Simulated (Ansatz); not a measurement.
# B on the Cu site in fcc Cu

All values below come from PBE, PAW (plane waves to 420 eV; Ansatz, an electronic-structure program). Set-up: 32-site cell; 6×6×6 shifted k-points; start: the Cu site; no Hubbard U; not converged in cell size; the relaxation kept the symmetry of the starting site.

Neighbours after relaxation, in Å: of the B atom: Cu 2.50, Cu 2.50, Cu 2.50, Cu 2.50, Cu 2.50, Cu 2.50, Cu 2.50, Cu 2.50 (the shell may go on).

Formation energies E_f are those of the neutral cell. Chemical conditions: host crystal and elements as references (Δμ(Cu) = 0.00 eV, Δμ(B) = 0.00 eV; B taken from its element, since no compound that bounds it was computed at this level; only phases computed here count, gases as isolated molecules at 0 K). Reference phases: B: alpha boron, Cu: fcc Cu.

```json
[
 {"charge": "0", "moment (μB)": "not spin-polarised", "point group": "Oh", "largest move off a lattice site (Å)": "0.06", "E_f, host crystal and elements as references (eV)": "1.94"}
]
```

Point groups are those of the whole cell at tolerances of 0.03 and 0.1 Å ("near" where only the looser one holds); none is given for unsettled states.

All states together cost around 5 core-minutes (rough).
